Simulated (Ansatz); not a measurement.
# Cu3N, pressure series

Consider Cu3N (space group Pm-3m, No. 221; a = 3.8269 Å).

Cell and atoms are relaxed at each pressure.

Level of theory: PBE/PAW in Ansatz (a quantum-chemistry and plane-wave program), spin-orbit coupling left out.

Notes on the quantities. enthalpy: H = E + PV relative to the base's energy.

```tsv
change	volume per atom	band gap	enthalpy
base	14.01 Å³	0.22 eV	–
pressure −2 GPa	14.26 Å³	0.28 eV	-0.18 eV/atom
pressure −1 GPa	14.13 Å³	0.25 eV	-0.09 eV/atom
pressure 0.3 GPa	13.98 Å³	0.22 eV	+0.03 eV/atom
pressure 0.7 GPa	___	___	+0.06 eV/atom
pressure 7.5 GPa	13.24 Å³	zero	+0.64 eV/atom
pressure 10 GPa	13.03 Å³	zero	+0.84 eV/atom
```

**Question.** What belongs in the blanks?

**Answer.** 
- pressure 0.7 GPa, volume per atom: 13.93 Å³
- pressure 0.7 GPa, band gap: 0.20 eV

The mesh was chosen for an insulator and is coarse for the gapless case. Load acts through the strain it causes; cell and atoms are relaxed under it. No phonon test of stability was made. No other phases were tried under pressure. The final runs are not spin-polarised. Gaps under 0.05 eV, about the width of the smearing, are given as zero. A zero or small gap of Cu3N can be the functional's error rather than a property of the material.
